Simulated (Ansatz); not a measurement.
CsCl-type PdIn, treated with PBE-D4 (Ansatz, a quantum-chemistry and plane-wave program, plane waves, PAW).

Settings: plane-wave cutoff 520 eV, 18×18×18 k mesh, Fermi–Dirac smearing 0.05 eV, scalar-relativistic PAW data made under PBE.

Energies at three volumes about the minimum:

| V (Å³/atom) | E − E_lowest (meV/atom) |
|---|---|
| 17.099 | 2.79 |
| 17.448 | 0.00 |
| 17.797 | 2.70 |

Question: Fit a parabola by hand: where is the minimum, what lattice constant follows, and what is the bulk modulus?

Answer: Slopes: (0.00 − 2.79)/(17.448 − 17.099) = -7.994 and (2.70 − 0.00)/(17.797 − 17.448) = 7.736 meV/Å³. Curvature E″ = 2 × (7.736 − (-7.994))/(17.797 − 17.099) = 45.072 meV/Å⁶. From the middle of the first interval, the slope vanishes at V0 = 17.2735 − (-7.994)/45.072 = 17.451 Å³/atom. B = V0 E″ = 17.451 × 45.072 meV/Å³ × 0.1602 GPa per meV/Å³ = 126 GPa. With 2 atoms in the cube, a = (2 × 17.451)^(1/3) = 3.268 Å. The full Birch–Murnaghan fit to all volumes gives V0 = 17.443 Å³/atom and B0 = 126 GPa.
